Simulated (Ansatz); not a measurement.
A periodic model of amorphous IGZO (In₆Ga₁₂Zn₆O₃₃):

```xyz
57
Lattice="9.0166 0.0000 0.0000 0.0000 9.0166 0.0000 0.0000 0.0000 9.0166" Properties=species:S:1:pos:R:3 pbc="T T T"
In     8.5275     1.2503     7.3840
In     3.4645     2.2818     4.1533
In     8.0339     5.5540     0.1439
In     4.5804     8.6631     2.6201
In     1.9597     3.5279     8.6032
In     0.7974     0.4536     4.4261
Ga     5.7644     8.2793     8.2774
Ga     0.0268     6.3056     3.4692
Ga     0.5074     7.0901     6.8498
Ga     2.8654     0.6734     8.5851
Ga     1.3648     7.7996     1.3194
Ga     0.2163     3.2358     2.6440
Ga     4.8603     5.1521     8.7994
Ga     6.7631     7.9550     5.3178
Ga     6.1632     5.2881     2.6251
Ga     5.2291     2.5494     7.2491
Ga     6.5208     2.1310     4.1276
Ga     3.5257     7.8702     5.8365
Zn     6.1024     2.3031     1.0730
Zn     3.1850     5.3818     2.4375
Zn     5.1115     5.0406     5.3219
Zn     2.1077     4.7871     5.4280
Zn     7.5261     0.0840     2.0862
Zn     8.6292     3.9040     5.8599
O      1.1597     1.4546     8.7701
O      3.1049     0.0010     4.3896
O      5.1714     6.9996     5.5053
O      6.4627     0.0316     3.8548
O      2.9859     8.6619     1.1214
O      6.4097     4.2048     4.1260
O      3.5016     4.4028     4.1540
O      4.0364     8.6477     7.4964
O      1.5121     3.3590     6.5715
O      2.2243     6.5669     6.1732
O      8.5004     7.2703     4.9904
O      0.3958     4.0595     0.9729
O      1.6648     6.5225     2.6406
O      0.3234     4.5459     4.0695
O      6.0746     6.5213     8.6338
O      8.1368     2.0137     5.3387
O      7.6983     6.2589     2.1854
O      4.9246     1.8528     2.7276
O      3.1696     5.0304     0.4858
O      1.5452     2.1073     3.3402
O      6.0816     4.3023     1.0025
O      5.1098     1.9939     5.4987
O      7.0964     8.6472     7.0239
O      3.8537     2.2487     8.5322
O      6.0027     0.1334     0.9012
O      0.2324     8.6325     2.5762
O      0.9609     8.9590     6.4556
O      6.8444     2.3189     8.1561
O      7.6634     2.1960     2.5200
O      4.7884     6.5376     2.5869
O      8.5318     5.4361     7.1026
O      0.4041     7.2806     8.8251
O      4.8312     4.3706     7.1135
```

Level of theory: PBE, scalar-relativistic without spin-orbit coupling (plane waves to 420 eV, PAW; Ansatz, a first-principles code).

It comes from a melt-quench run on a machine-learned potential (CHGNet), relaxed afterwards by DFT. O atoms were pushed apart under 1.9 Å during the dynamics, to hinder bonds among them. The hot cell started wider than the set density and was brought back towards it in steps. It is the lowest in DFT energy of 2 quenches. It is a model cell: composition and starting density were chosen by hand, and all elements were melted together. No dispersion term was used. Its density started from a set value of 5.79 and ended at 5.54 g/cm³. The quench (nominally 51 K/ps over its main leg) was far faster than any real one, so the model tends to hold more defects than a real film. One small periodic cell is one sample of the glass; other quenches scatter about these values. The volume was free in the relaxation, at fixed shape. Stress components on the final sampling reach 2.2 GPa.

Neighbours within In-In 3.12 Å, In-Ga 2.90 Å, In-Zn 2.90 Å, In-O 2.76 Å, Ga-Ga 2.68 Å, Ga-Zn 2.68 Å, Ga-O 2.30 Å, Zn-Zn 2.68 Å, Zn-O 2.42 Å, O-O 1.58 Å count as bonded. Two cations that share two anions don't count as bonded, nor two that share one unless they lie closer than In-In 3.04 Å, In-Ga 2.82 Å, In-Zn 2.82 Å, Ga-Ga 2.61 Å, Ga-Zn 2.61 Å, Zn-Zn 2.61 Å.

Task: Give the coordination numbers, mean bond lengths and angles.

Result: 
```json
{
  "Mean coordination of In by anions": "5.50 (3 with 5, 3 with 6)",
  "Mean coordination of Ga by anions": "4.25 (10 with 4, 1 with 5, 1 with 6)",
  "Mean coordination of Zn by anions": "4.17 (5 with 4, 1 with 5)",
  "Mean coordination of O": "3.30 (23 with 3, 10 with 4)",
  "Mean Ga-O bond": "1.907 Å (spread 0.074 Å, 51 counted)",
  "Mean In-O bond": "2.218 Å (spread 0.122 Å, 33 counted)",
  "Mean Zn-O bond": "2.018 Å (spread 0.095 Å, 25 counted)",
  "Bond angle at In": "mean 104.9°, spread 28.9°",
  "Bond angle at Ga": "mean 108.4°, spread 18.6°",
  "Bond angle at Zn": "mean 107.7°, spread 21.1°",
  "Bond angle at O": "mean 112.9°, spread 14.3°"
}
```

Task: List the pairs of like atoms that count as bonded by the rules above.

Result: There are none by these rules.
